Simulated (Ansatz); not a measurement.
Results of r²SCAN (Ansatz, a quantum-chemistry and plane-wave program, plane waves, PAW) for CsNO₃ (Pmmn, No. 59, 10 atoms in the cell; start mp-22628).

Numerical settings: plane-wave cutoff 500 eV, 8×8×8 k mesh, Fermi–Dirac smearing 0.05 eV, scalar-relativistic PAW data made under PBE.

Cell (relaxed at this level):

```xyz
10
Lattice="5.5872 0.0000 0.0000 0.0000 6.1758 0.0000 0.0000 0.0000 5.0877" Properties=species:S:1:pos:R:3 pbc="T T T"
Cs     2.7936     0.0000     3.0492
Cs     0.0000     3.0879     2.0385
N      0.0000     0.0000     0.0405
N      2.7936     3.0879     5.0472
O      2.7936     4.1736     0.5868
O      2.7936     2.0022     0.5868
O      0.0000     5.0900     4.5010
O      0.0000     1.0857     4.5010
O      2.7936     3.0879     3.7906
O      0.0000     0.0000     1.2972
```

Problem. What does this level give for the band gap?

Solution. 
- band gap = 3.73 eV (on the SCF k mesh)

Note: the relaxation could not lower the start's symmetry, so the cell can be a saddle point above a distorted one.

Spin–orbit coupling is not included.

The computed numbers hold no vibrational or temperature effects.

The result took around 4 core-minutes (rough).

A start named mp-… is a Materials Project structure, which need not be a measured phase.
